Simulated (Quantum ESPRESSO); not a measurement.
Worked example: self-consistent single point of MgH₂ (P4_2/mnm, 6 atoms in the cell) in Quantum ESPRESSO.

Method: LDA (PZ), GBRV 1.5 ultrasoft (LDA) pseudopotentials (plane waves; Quantum ESPRESSO).

```
MgH2
1.0
    4.53220     0.00000     0.00000
    0.00000     4.53220     0.00000
    0.00000     0.00000     3.02965
Mg H
2 4
Direct
  0.50000   0.50000   0.50000
  0.00000   0.00000   0.00000
  0.69557   0.69557   0.00000
  0.30443   0.30443   0.00000
  0.80443   0.19557   0.50000
  0.19557   0.80443   0.50000
```

Reference input (self-consistent single point, DFT, PBE, plane waves, GBRV 1.5 ultrasoft (PBE) pseudopotentials): ecutwfc = 40 Ry; ecutrho = 200 Ry; occupations = fixed; potentials = {Mg: mg_pbe_v1.4.uspp.F.UPF, H: h_pbe_v1.4.uspp.F.UPF}; K_POINTS = automatic 6 6 9 0 0 0; nbnd = 20; conv_thr = 1e-08 Ry. This run's input differs from it in these lines:

```diff
@@ -21,4 +21,4 @@
 ATOMIC_SPECIES
-Mg    24.3050  mg_pbe_v1.4.uspp.F.UPF
-H      1.0080  h_pbe_v1.4.uspp.F.UPF
+Mg    24.3050  mg_lda_v1.4.uspp.F.UPF
+H      1.0080  h_lda_v1.4.uspp.F.UPF
 CELL_PARAMETERS angstrom
```

The program printed (abridged):

```
     Self-consistent Calculation

     iteration #  1     ecut=    40.00 Ry     beta= 0.70

     total energy              =    -254.70361897 Ry
     estimated scf accuracy    <       0.54747074 Ry

     iteration #  2     ecut=    40.00 Ry     beta= 0.70

     total energy              =    -254.80572120 Ry
     estimated scf accuracy    <       0.01143813 Ry

     iteration #  3     ecut=    40.00 Ry     beta= 0.70

     total energy              =    -254.80706737 Ry
     estimated scf accuracy    <       0.00033341 Ry

     iteration #  4     ecut=    40.00 Ry     beta= 0.70

     total energy              =    -254.80707562 Ry
     estimated scf accuracy    <       0.00000955 Ry

     iteration #  5     ecut=    40.00 Ry     beta= 0.70

     total energy              =    -254.80707596 Ry
     estimated scf accuracy    <       0.00000012 Ry

     iteration #  6     ecut=    40.00 Ry     beta= 0.70
     End of self-consistent calculation

     highest occupied, lowest unoccupied level (ev):     1.4824    4.9885

!    total energy              =    -254.80707598 Ry
     estimated scf accuracy    <          8.8E-09 Ry

     convergence has been achieved in   6 iterations

     Forces acting on atoms (cartesian axes, Ry/au):

     atom    1 type  1   force =     0.00000000    0.00000000    0.00000000
     atom    2 type  1   force =     0.00000000    0.00000000    0.00000000
     atom    3 type  2   force =    -0.00025485   -0.00025485   -0.00000000
     atom    4 type  2   force =     0.00025485    0.00025485   -0.00000000
     atom    5 type  2   force =     0.00025485   -0.00025485    0.00000000
     atom    6 type  2   force =    -0.00025485    0.00025485    0.00000000

     Total force =     0.000721     Total SCF correction =     0.000002

          total   stress  (Ry/bohr**3)                   (kbar)     P=      -32.33
  -0.00020292   0.00000000   0.00000000          -29.85        0.00        0.00
   0.00000000  -0.00020292   0.00000000            0.00      -29.85        0.00
   0.00000000   0.00000000  -0.00025347            0.00        0.00      -37.29

   JOB DONE.
```

The run converged in 6 iterations. Against the reference run the pressure goes from -0.64 to -3.23 GPa, the largest force goes from 0.003 to 0.009 eV/Å and the gap on the mesh goes from 3.868 to 3.506 eV.

The starting cell comes from a database of computed structures (which also holds hypothetical and non-ambient phases and stackings), without a prior relaxation at this level. Its lattice was rescaled by a random factor within 2.5 % of one. With a pressure of about -3 GPa the cell is away from its equilibrium volume at this level.
